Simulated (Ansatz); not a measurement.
The starting structures come from a database of crystals and need not be the phases stable at ambient conditions.

The decay constant κ of evanescent states in the gap governs leakage through a thin film.

Here is the system:

```
CELL_PARAMETERS angstrom
      5.76856     0.00000     0.00000
      0.00000     8.11797     0.00000
      2.88428     4.05898     2.89634
ATOMIC_POSITIONS crystal
  Sr 0.50774 0.75774 0.98452
  Sr 0.49226 0.24226 0.01548
  Hf 0.00000 0.00000 0.00000
  Hf 0.00000 0.50000 0.00000
  O  0.50000 0.21072 0.50000
  O  0.50000 0.78928 0.50000
  O  0.00000 0.78928 0.50000
  O  0.00000 0.21072 0.50000
  O  0.07285 0.32285 0.85430
  O  0.92715 0.67715 0.14570
```

Space group of this cell: Imma. The cell is taken as given.

Transport runs along the normal of the first two printed cell vectors.

The gap is the functional's own. No spin-orbit coupling. Mid-gap values are interpolated on the energy grid.

Predict the band gap and the smallest decay constant κ at mid-gap from PBEsol (Ansatz, an electronic-structure program).

Gap 3.99 eV on a 10×10×10 mesh; κ = 0.334 1/Å, at the zone centre.
